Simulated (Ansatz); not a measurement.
# A computed series for Mg2Sn: response to strain

The parent structure is Mg2Sn (space group Fm-3m, No. 225; relaxed with 0.1 eV smearing).

```xyz
3
Lattice="0.0000 3.3319 3.3319 3.3319 0.0000 3.3319 3.3319 3.3319 0.0000" Properties=species:S:1:pos:R:3 pbc="T T T"
Mg     1.6660     1.6660     1.6660
Mg     4.9979     4.9979     4.9979
Sn     0.0000     0.0000     0.0000
```

Cartesian axes are those of the cell as printed.

Strains are applied to the cell and any free atomic positions relax; under biaxial strain the out-of-plane vector relaxes too.

Level of theory: Kohn–Sham DFT with the LDA functional, run in Ansatz (a first-principles code) with PAW and 420 eV plane waves, spin-orbit coupling left out.

```tsv
biaxial strain, plane normal [001], relaxed out of plane (%)	out-of-plane strain (%)
0	0.00
0.5	-0.36
1	?
1.5	-1.10
2	-1.48
2.5	-1.85
3	-2.21
```

### Question
Fit ε⊥ = −νε + γε² (strains in %) to the rows shown and predict the withheld row.

### Answer
Least squares on the printed values gives ν = 0.73 (the biaxial Poisson response) and γ = -0.001 (largest residual 0.01 %); this predicts -0.74 %, and the run gives -0.72 %, 0.02 higher.

Stability against distortions was not tested.
